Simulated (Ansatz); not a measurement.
Cell of tetragonal BaTiO3 (0 0 1) on zinc-blende GaAs (0 0 1) (film strained to the substrate, started from cuts of the bulks; metallic at this level, with no gap by band count; slabs As6Ga5 and Ba3Ti3O9, which can lie off the formulas; started ferromagnetic, the moments vanishing), with its geometry taken from a PBE run:

```
CELL_PARAMETERS angstrom
      4.06203    -0.00001     0.08113
     -0.00053     4.06279     0.02206
     -0.75767    -0.51683    29.45732
ATOMIC_POSITIONS crystal
  As 0.12966 0.65895 0.14950
  As 0.62586 0.15063 0.05133
  As 0.13652 0.67193 0.34410
  As 0.63309 0.16670 0.24667
  As 0.14193 0.45741 0.53010
  As 0.64013 0.19664 0.44182
  Ga 0.13120 0.16317 0.19755
  Ga 0.62777 0.65476 0.09922
  Ga 0.13817 0.17552 0.39255
  Ga 0.63459 0.67096 0.29504
  Ga 0.64038 0.71238 0.49164
  Ba 0.14453 0.12025 0.66968
  Ti 0.64483 0.59310 0.60272
  O  0.64983 0.63896 0.66386
  O  0.64511 0.15382 0.59975
  O  0.14513 0.63651 0.59328
  Ba 0.13706 0.13079 0.81031
  Ti 0.62611 0.60894 0.74180
  O  0.65102 0.63527 0.80329
  O  0.65521 0.14785 0.73560
  O  0.16364 0.63755 0.73512
  Ba 0.12787 0.16097 0.95077
  Ti 0.62476 0.65857 0.88222
  O  0.65358 0.64249 0.94266
  O  0.65165 0.12725 0.87630
  O  0.15819 0.63251 0.87659
```
Starting moments (μB, in the order of the record's atoms As As As As As As Ga Ga Ga Ga Ga Ba Ti O O O Ba Ti O O O Ba Ti O O O): 0.0 0.5 0.0 0.0 0.5 0.0 0.0 0.0 0.0 0.0 0.0 0.0 0.5 0.0 0.5 0.5 0.0 0.0 0.0 0.0 0.0 0.5 0.0 0.5 0.0 0.0.

Calculation: PBE (plane waves to 420 eV, PAW; Ansatz, a program for electronic structure). Spin–orbit coupling is left out. Its k-point mesh 6×6×1, Fermi–Dirac width 0.05 eV.

Q: Give the plane-averaged electrostatic potential energy of an electron along the normal (the smooth PAW potential), about its mean over the cell.

A: (z (Å), V (eV)): (0.000, 5.52); (0.295, 6.03); (0.589, 5.41); (1.031, 3.53); (1.326, 3.76); (1.621, 3.57); (1.915, 2.41); (2.358, 1.44); (2.652, 1.62); (2.947, 1.57); (3.242, 1.72); (3.684, 1.71); (3.978, 2.38); (4.273, 3.30); (4.568, 3.14); (5.010, 1.36); (5.304, 1.20); (5.599, 1.24); (5.894, 1.20); (6.188, 1.34); (6.631, 1.36); (6.925, 2.38); (7.220, 3.20); (7.515, 2.69); (7.957, 1.07); (8.251, 1.15); (8.546, 1.07); (8.841, 1.08); (9.283, 1.10); (9.577, 1.42); (9.872, 2.53); (10.167, 3.08); (10.609, 1.65); (10.904, 0.91); (11.198, 1.07); (11.493, 0.97); (11.788, 1.04); (12.230, 1.05); (12.524, 1.64); (12.819, 2.76); (13.114, 3.03); (13.556, 1.54); (13.850, 1.04); (14.145, 0.89); (14.440, 0.36); (14.882, -0.83); (15.177, 0.00); (15.471, 2.23); (15.766, 2.93); (16.208, 2.65); (16.503, 3.80); (16.797, 3.66); (17.092, -0.77); (17.534, -7.56); (17.829, -6.95); (18.123, -3.02); (18.418, 0.45); (18.713, 1.18); (19.155, -3.81); (19.450, -7.17); (19.744, -7.61); (20.039, -5.04); (20.481, -0.01); (20.776, 2.11); (21.070, 0.60); (21.365, -4.89); (21.807, -7.99); (22.102, -4.65); (22.396, -0.03); (22.691, 1.80); (23.133, -1.23); (23.428, -5.44); (23.723, -7.55); (24.017, -6.38); (24.312, -3.00); (24.754, 1.27); (25.049, 2.38); (25.343, -1.56); (25.638, -6.63); (26.080, -6.92); (26.375, -2.51); (26.669, 1.09); (26.964, 1.77); (27.406, -3.67); (27.701, -7.16); (27.996, -7.58); (28.290, -5.09); (28.732, -0.13); (29.027, 2.98); (29.322, 4.96)
